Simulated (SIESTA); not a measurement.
Band structure of ZrGe (Pnma, 8 atoms in the cell).

```xyz
8
Lattice="7.0961 0.0000 0.0000 0.0000 3.9151 0.0000 0.0000 0.0000 5.4127" Properties=species:S:1:pos:R:3 pbc="T T T"
Zr     1.2495     0.9788     3.4148
Zr     5.8466     2.9363     1.9979
Zr     2.2986     2.9363     0.7085
Zr     4.7976     0.9788     4.7043
Ge     0.3429     0.9788     0.8238
Ge     6.7532     2.9363     4.5890
Ge     3.2052     2.9363     3.5301
Ge     3.8910     0.9788     1.8826
```

Computed with GGA PBEsol, numerical atomic orbitals DZP, PseudoDojo PBEsol standard norm-conserving potentials (rewritten from UPF to PSML) run with SIESTA.

Settings: XC.functional = GGA; XC.authors = PBEsol; potentials = PseudoDojo PBEsol standard; PAO.BasisSize = DZP; PAO.EnergyShift = 0.01 Ry; MeshCutoff = 300 Ry; kgrid.MonkhorstPack = 3 4 3; OccupationFunction = MP; OccupationMPOrder = 0; ElectronicTemperature = 272 meV; MaxSCFIterations = 150; SCF.Mixer.Method = Pulay; SCF.Mixer.Weight = 0.25; SCF.Mixer.History = 8.

The starting cell comes from a database of computed structures (which also holds hypothetical and non-ambient phases and stackings), without a prior relaxation at this level. Values carry the incompleteness of an atom-centred basis.

Levels in eV from the Fermi level, bands 49 to 54:
```csv
point,49,50,51,52,53,54
Γ,-0.82,-0.78,-0.37,-0.26,0.56,0.57
X,-1.78,-1.78,-1.54,-1.54,2.19,2.19
S,-0.86,-0.86,-0.67,-0.67,0.01,0.01
Y,-1.00,-1.00,-0.28,-0.28,0.90,0.90
Z,-1.06,-1.06,-0.22,-0.22,0.31,0.31
U,-1.82,-1.82,-1.82,-1.82,2.35,2.35
R,-1.54,-1.54,-1.54,-1.54,1.70,1.70
T,-0.90,-0.90,-0.89,-0.89,0.54,0.54
```

Higher empty bands are left out: an atom-centred basis made for the valence describes them poorly.
